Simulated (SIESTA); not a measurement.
**Input and output of a self-consistent single point for NiTeO4 (Imma, 12 atoms in the cell) (SIESTA)**

Method of the run: LDA PW92, numerical atomic orbitals DZP, PseudoDojo LDA standard norm-conserving potentials (rewritten from UPF to PSML) (SIESTA).

Input:

```
# files in the folder: Ni.psml Te.psml O.psml (PseudoDojo LDA standard)
SystemName  NiTeO4
SystemLabel siesta

NumberOfAtoms                12
NumberOfSpecies              3
%block ChemicalSpeciesLabel
  1 28 Ni
  2 52 Te
  3 8 O
%endblock ChemicalSpeciesLabel
LatticeConstant              1.0 Ang
%block LatticeVectors
    -3.057925000    3.079965000    4.319800000
     3.057925000   -3.079965000    4.319800000
     3.057925000    3.079965000   -4.319800000
%endblock LatticeVectors
AtomicCoordinatesFormat      Bohr
%block AtomicCoordinatesAndAtomicSpecies
    -2.889320380    2.910145162    4.081619457  1
     2.889320380    2.910145162    4.081619457  1
     0.000000000    0.000000000    0.000000000  2
     0.000000000    5.820290323    0.000000000  2
     3.246093660   -2.910145162    8.189198013  3
     2.532547099    8.730435485   -0.025959100  3
     2.532547099    2.910145162    0.025959100  3
     3.246093660    2.910145162    8.137279813  3
     0.000000000    0.276347385    3.585621060  3
     5.778640760    5.543942939    4.577617853  3
     0.000000000    5.543942939    3.585621060  3
     5.778640760    0.276347385    4.577617853  3
%endblock AtomicCoordinatesAndAtomicSpecies

XC.functional                LDA
XC.authors                   PW92
PAO.BasisSize                DZP
PAO.EnergyShift              0.005 Ry
MeshCutoff                   300 Ry
%block kgrid.MonkhorstPack
    3   0   0  0.0
    0   3   0  0.0
    0   0   3  0.0
%endblock kgrid.MonkhorstPack
OccupationFunction           MP
OccupationMPOrder            0
ElectronicTemperature        50.0 meV
Spin                         polarized
%block DM.InitSpin
  1 +2.00
  2 +2.00
  3 +0.00
  4 +0.00
  5 +0.00
  6 +0.00
  7 +0.00
  8 +0.00
  9 +0.00
  10 +0.00
  11 +0.00
  12 +0.00
%endblock DM.InitSpin

MaxSCFIterations             150
SCF.Mixer.Method             Broyden
SCF.Mixer.Weight             0.1
SCF.Mixer.History            8
SCF.DM.Tolerance             1.0E-05
Diag.ParallelOverK           true
WriteForces                  true
Charge.Mulliken              end
```

Output, abridged:

```
reinit: Reading from file input.fdf

reinit: System Name: NiTeO4
reinit: System Label: siesta

NOTE on units for spin output:
{S} is the spin magnetic moment, in units of the Bohr magneton,
assuming a g-factor for the electron spin of exactly 2.
The spin magnetic moment is then numerically equal to the charge inbalance,
in units of electrons, between the spin-up and -down channels.

coor:   Atomic-coordinates input format  =     Cartesian coordinates
coor:                                            (in Bohr units)

siesta: Atomic coordinates (Bohr) and species
siesta:     -2.88932   2.91015   4.08162  1        1
siesta:      2.88932   2.91015   4.08162  1        2
siesta:      0.00000   0.00000   0.00000  2        3
siesta:      0.00000   5.82029   0.00000  2        4
siesta:      3.24609  -2.91015   8.18920  3        5
siesta:      2.53255   8.73044  -0.02596  3        6
siesta:      2.53255   2.91015   0.02596  3        7
siesta:      3.24609   2.91015   8.13728  3        8
siesta:      0.00000   0.27635   3.58562  3        9
siesta:      5.77864   5.54394   4.57762  3       10
siesta:      0.00000   5.54394   3.58562  3       11
siesta:      5.77864   0.27635   4.57762  3       12

siesta: System type = bulk

initatomlists: Number of atoms, orbitals, and projectors:     12   178   206

siesta: ******************** Simulation parameters ****************************
redata: Spin configuration                          = collinear
redata: Time-Reversal Symmetry                      = T
redata: Number of Atomic Species                    =        3
redata: Mesh Cutoff                                 =   300.0000 Ry
redata: Net charge of the system                    =     0.0000 |e|
redata: Min. number of SCF Iter                     =        0
redata: Max. number of SCF Iter                     =      150
redata: SCF convergence failure will abort job
   [... lines left out ...]
diag: Used triangular part                          = Lower
diag: Absolute tolerance                            =  0.100E-15
diag: Orthogonalization factor                      =  0.100E-05
diag: Memory factor                                 =  1.0000

superc: Internal auxiliary supercell:     3 x     5 x     5  =      75
superc: Number of atoms, orbitals, and projectors:    900  13350  15450

                        Single-point calculation

superc: Internal auxiliary supercell:     3 x     5 x     5  =      75
superc: Number of atoms, orbitals, and projectors:    900  13350  15450

outcell: Unit cell vectors (Ang):
       -3.057925    3.079965    4.319800
        3.057925   -3.079965    4.319800
        3.057925    3.079965   -4.319800

outcell: Cell vector modules (Ang)   :    6.123542    6.123542    6.123542
outcell: Cell angles (23,13,12) (deg):    120.0831    119.6065     90.2696
outcell: Cell volume (Ang**3)        :    162.7407
new_DM -- step:     1
Initializing Density Matrix...

Attempting to read DM from file... Failed...
DM filled with atomic data (user-defined):

InitMesh: MESH = 60 x 60 x 50 = 180000
InitMesh: Mesh cutoff (required, used) =   300.000   322.777 Ry

stepf: Methfessel-Paxton step function
       Using Hermite-Gauss polynomials of order  0
        iscf     Eharris(eV)        E_KS(eV)     FreeEng(eV)     dDmax    Ef(eV) dHmax(eV)
   scf:    1   -18127.870995   -18312.538420   -18312.556750  0.679814 -3.176154 38.954825
     spin moment: {S} , |S| = {        0.0        0.0    6.54077 }     6.54077
   scf:    2   -18395.002995   -18381.282641   -18381.282641  1.109397 -5.299012 11.107201
     spin moment: {S} , |S| = {        0.0        0.0    4.00000 }     4.00000
   scf:    3   -18389.687595   -18385.750029   -18385.750029  0.074853 -5.354456  8.568986
     spin moment: {S} , |S| = {        0.0        0.0    4.00000 }     4.00000
   scf:    4   -18391.845780   -18390.381462   -18390.381462  0.240104 -5.204436  1.757593
     spin moment: {S} , |S| = {        0.0        0.0    4.00000 }     4.00000
   scf:    5   -18389.340958   -18390.270176   -18390.270461  0.083014 -5.284609  2.281081
     spin moment: {S} , |S| = {        0.0        0.0    4.00316 }     4.00316
   scf:    6   -18389.802010   -18390.047015   -18390.048041  0.008412 -5.265759  2.777993
   [... lines left out ...]
   scf:   12   -18390.673199   -18390.673164   -18390.673165  0.001846 -5.437525  0.023565
     spin moment: {S} , |S| = {        0.0        0.0    4.00000 }     4.00000
   scf:   13   -18390.673261   -18390.673228   -18390.673229  0.000287 -5.437391  0.007918
     spin moment: {S} , |S| = {        0.0        0.0    4.00000 }     4.00000
   scf:   14   -18390.673240   -18390.673234   -18390.673236  0.000100 -5.437157  0.004147
     spin moment: {S} , |S| = {        0.0        0.0    4.00000 }     4.00000
   scf:   15   -18390.673243   -18390.673239   -18390.673240  0.000133 -5.436842  0.001273
     spin moment: {S} , |S| = {        0.0        0.0    4.00000 }     4.00000
   scf:   16   -18390.673240   -18390.673239   -18390.673241  0.000047 -5.436753  0.000748
     spin moment: {S} , |S| = {        0.0        0.0    4.00000 }     4.00000
   scf:   17   -18390.673239   -18390.673239   -18390.673241  0.000010 -5.436750  0.000664
     spin moment: {S} , |S| = {        0.0        0.0    4.00000 }     4.00000
SCF Convergence by DM+H criterion
max |DM_out - DM_in|         :     0.0000099771
max |H_out - H_in|      (eV) :     0.0006639740
SCF cycle converged after 17 iterations

Using DM_out to compute the final energy and forces

siesta: E_KS(eV) =           -18390.6732

siesta: E_KS - E_eggbox =    -18390.6732

siesta: Atomic forces (eV/Ang):
     1    0.000000    0.000000   -0.000000
     2    0.000000   -0.000000    0.000000
     3    0.000000    0.000000   -0.000000
     4    0.000000    0.000000   -0.000000
     5   -1.100751   -0.000298    0.566953
     6    1.100751    0.000298   -0.566953
     7    1.101577    0.001683    0.567051
     8   -1.101577   -0.001683   -0.567051
     9   -0.001026    0.837384    1.457769
    10    0.001026   -0.837384   -1.457769
    11    0.000306   -0.838914    1.461362
    12   -0.000306    0.838914   -1.461362
   Tot    0.000000    0.000000   -0.000000
   Max    1.461362
   Res    0.696570    sqrt( Sum f_i^2 / 3N )
   Max    1.461362    constrained

Stress tensor Voigt[x,y,z,yz,xz,xy] (kbar):       30.29      -11.85      -23.18        0.01        0.06        0.20
(Free)E + p*V (eV/cell)   -18390.5129
Target enthalpy (eV/cell)   -18390.6732

siesta: Program's energy decomposition (eV):
siesta: Ebs     =     -3175.962676
siesta: Eions   =     23024.471679
siesta: Ena     =      1753.675602
siesta: Ekin    =      9827.402469
siesta: Enl     =     -3638.392748
siesta: Eso     =         0.000000
siesta: Edftu   =         0.000000
siesta: DEna    =        44.309380
siesta: DUscf   =         7.228667
siesta: DUext   =         0.000000
siesta: Ex      =     -3083.196907
siesta: Ec      =      -277.228024
siesta: Exc     =     -3360.424931
siesta: Eharris =    -18390.673239
siesta: Etot    =    -18390.673239
siesta: FreeEng =    -18390.673241

siesta: Atomic forces (eV/Ang):
siesta:      1    0.000000    0.000000   -0.000000
siesta:      2    0.000000   -0.000000    0.000000
siesta:      3    0.000000    0.000000   -0.000000
siesta:      4    0.000000    0.000000   -0.000000
siesta:      5   -1.100751   -0.000298    0.566953
siesta:      6    1.100751    0.000298   -0.566953
   [... lines left out ...]
siesta: Cell volume =        162.740723 Ang**3
siesta:           1.57858198         24.55625445  kBar
   [... lines left out ...]
              0.995   0.999   0.996   0.999   0.998   0.092   0.141   0.086

              0.111   0.074
   4  7.333   0.661   0.084   0.200   0.124   0.134   0.179   0.239   0.221
              0.995   0.999   0.996   0.999   0.998   0.092   0.141   0.086

              0.111   0.074

Species: O
Atom  Qatom  Qorb
               2s      2s      2py     2pz     2px     2py     2pz     2px
               3Pdxy   3Pdyz   3Pdz2   3Pdxz   3Pdx2-y2
   5  3.227   0.926  -0.014   0.717   0.908   0.898  -0.029  -0.094  -0.107
              0.008   0.003   0.005   0.003   0.003
   6  3.227   0.926  -0.014   0.717   0.908   0.898  -0.029  -0.094  -0.107
   [... 13 lines left out ...]

mulliken: Qtot =       56.000

Mulliken Atomic Populations:
Atom #   charge [q] valence [e]      Sz [e]  Species
     1     0.790662   17.209338    1.496717  Ni
     2     0.790904   17.209096    1.496702  Ni
     3     1.357452   14.642548   -0.023165  Te
     4     1.357715   14.642285   -0.023177  Te
     5    -0.535738    6.535738    0.080813  O
     6    -0.535738    6.535738    0.080813  O
     7    -0.535754    6.535754    0.080816  O
     8    -0.535754    6.535754    0.080816  O
     9    -0.538417    6.538417    0.182412  O
    10    -0.538417    6.538417    0.182412  O
    11    -0.538457    6.538457    0.182420  O
    12    -0.538457    6.538457    0.182420  O
 Total     0.000000                4.000000
```

The run converged in 17 iterations.

The starting cell comes from a database of computed structures (which also holds hypothetical and non-ambient phases and stackings), without a prior relaxation at this level. The magnetic order is the one reached from the typed start; others were not searched systematically. Values carry the incompleteness of an atom-centred basis. Forces in this geometry exceed 1 eV/Å.

Cost on one core of a shared machine: roughly 80 s.
